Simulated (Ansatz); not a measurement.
Be5Au (F-43m, No. 216), treated with LDA in Ansatz (plane waves, PAW).

Numerical settings: plane-wave cutoff 520 eV, 16×16×16 k mesh, Fermi–Dirac smearing 0.05 eV, scalar-relativistic PAW data made under PBE.

Computed at the level's own relaxed cell.

Q: Give the computed lattice parameter a.

A: 
- lattice parameter a: 6.010 Å

The run finds no gap.

Spin–orbit coupling is not included; it can shift volumes and moduli of such heavy elements.

Static lattice: no zero-point or thermal effects.

Ansatz is a first-principles code.
